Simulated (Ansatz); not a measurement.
The starting structures come from a database of crystals and need not be the phases stable at ambient conditions.

 Where the default PAW files enter, the runs use the earlier of Ansatz's two default sets.

Input:

```yaml
crystal:
  lattice:
    - [6.22427, 0.00000, 0.00000]
    - [0.00000, 15.33150, 0.00000]
    - [3.11214, 0.00000, 1.79679]
  atoms:
    - { symbol: Ga, position: [0.00000, 0.17015, 0.00000] }
    - { symbol: Ga, position: [0.00000, 0.82985, 0.00000] }
    - { symbol: Ga, position: [0.00000, 0.67015, 0.00000] }
    - { symbol: Ga, position: [0.00000, 0.32985, 0.00000] }
    - { symbol: S, position: [0.33333, 0.09929, 0.00000] }
    - { symbol: S, position: [0.66667, 0.90071, 0.00000] }
    - { symbol: S, position: [0.66667, 0.59929, 0.00000] }
    - { symbol: S, position: [0.33333, 0.40071, 0.00000] }
```

Space group of this cell: P6_3/mmc. The cell was relaxed by PBE-D3(BJ); by PBEsol its mean pressure is -0.8 GPa.

Transport runs along the normal of the first two printed cell vectors, the (110) plane of the conventional cell.

The gap is the functional's own. No spin-orbit coupling. Mid-gap values are interpolated on the energy grid.

Q: State the band gap and the smallest decay constant κ at mid-gap according to PBEsol (Ansatz, a first-principles code).

A: Gap 1.42 eV on a 16×2×16 mesh; κ = 0.153 1/Å, at the zone centre.
